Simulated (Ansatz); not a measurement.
We consider GaAs (model structure, within 0.1 Å of P6₄22, No. 181, 6 atoms in the cell), described by r²SCAN+SOC in Ansatz (PAW).

Numerical settings: plane-wave cutoff 560 eV, 18×18×6 k mesh (along the axes of the cell as run), Fermi–Dirac smearing 0.05 eV, PAW data made under PBE.

Cell (relaxed with PBEsol):

```cif
data_As3Ga3
_chemical_formula_sum 'Ga3 As3'
_space_group_name_H-M_alt 'P 1'
_space_group_IT_number 1
_cell_length_a 4.01776
_cell_length_b 4.01776
_cell_length_c 8.78725
_cell_angle_alpha 90.000
_cell_angle_beta 90.000
_cell_angle_gamma 120.000
loop_
_space_group_symop_operation_xyz
  'x, y, z'
loop_
_atom_site_label
_atom_site_type_symbol
_atom_site_fract_x
_atom_site_fract_y
_atom_site_fract_z
_atom_site_occupancy
Ga1 Ga 0.00000 0.49957 0.66667 1
Ga2 Ga 0.50043 0.50043 0.00000 1
Ga3 Ga 0.49957 0.00000 0.33333 1
As1 As 0.00000 0.49976 0.16667 1
As2 As 0.50024 0.50024 0.50000 1
As3 As 0.49976 0.00000 0.83333 1
```

Problem. Predict the band gap, smallest direct gap on the k points sampled and Γ–Γ gap.

Solution. 
* **band gap**: 0.02 eV (under three smearing widths, so not firm)
* **smallest direct gap on the k points sampled**: 0.23 eV
* **Γ–Γ gap**: 0.26 eV

Note: cell and atoms aren't relaxed at this level (pressure 0.9 GPa).

Static lattice: no zero-point or thermal effects.

A model structure was made by putting elements into a prototype or built by hand; it is no filed structure, need not be a known phase, and can be a saddle point held by its symmetry.

Ansatz is a program for electronic structure.
